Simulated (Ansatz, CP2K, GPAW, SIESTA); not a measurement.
# Al3GaN4 (P-43m, 8 atoms in the cell) computed with different codes at matched settings

Band-structure calculation.

```yaml
crystal:
  lattice:
    - [4.40144, 0.00000, 0.00000]
    - [0.00000, 4.40144, 0.00000]
    - [0.00000, 0.00000, 4.40144]
  atoms:
    - { symbol: Al, position: [0.50000, 0.50000, 0.00000] }
    - { symbol: Al, position: [0.00000, 0.50000, 0.50000] }
    - { symbol: Al, position: [0.50000, 0.00000, 0.50000] }
    - { symbol: Ga, position: [0.00000, 0.00000, 0.00000] }
    - { symbol: N, position: [0.74416, 0.74416, 0.25584] }
    - { symbol: N, position: [0.74416, 0.25584, 0.74416] }
    - { symbol: N, position: [0.25584, 0.25584, 0.25584] }
    - { symbol: N, position: [0.25584, 0.74416, 0.74416] }
```

Shared settings, as Ansatz (an electronic-structure program) writes them: kpoints.mp_grid.grid = 6 6 6; scf.occupations.method = fermi_dirac; scf.occupations.width = 0.0015 Ry. Potentials and cutoffs stand in the table.

```json
[
 {"code": "Ansatz", "model": "LDA (PW92), PAW files made with PBE", "gap along the path (eV)": "3.37", "smallest direct gap (eV)": "3.38", "cutoff": "30.9 Ry"},
 {"code": "CP2K", "model": "LDA (Pade form), GPW, DZVP-MOLOPT-SR-GTH basis, GTH-PADE potentials (GTH_POTENTIALS)", "gap along the path (eV)": "3.39", "smallest direct gap (eV)": "3.40", "cutoff": "grid 600 Ry"},
 {"code": "SIESTA", "model": "LDA PW92, numerical atomic orbitals DZP, PseudoDojo LDA standard norm-conserving potentials (rewritten from UPF to PSML)", "gap along the path (eV)": "3.39", "smallest direct gap (eV)": "3.40", "cutoff": "grid 300 Ry"},
 {"code": "GPAW", "model": "LDA (Perdew-Wang 92), GPAW PAW datasets LDA (gpaw-data 1.0.1)", "gap along the path (eV)": "3.38", "smallest direct gap (eV)": "3.38", "cutoff": "900 eV"}
]
```

The spread over the programs that give each value: gap along the path within 0.02 eV; smallest direct gap within 0.02 eV.

CP2K and SIESTA use small atom-centred bases, whose incompleteness enters pressures, forces and empty levels differently from a plane-wave cutoff.

The starting cell comes from a database of computed structures (which also holds hypothetical and non-ambient phases and stackings), without a prior relaxation at this level.

Left out of this page: Quantum ESPRESSO and FLEUR (not drawn, or without a comparable value); ABINIT (failed or unconverged).

Keys are those of Ansatz 0.2.
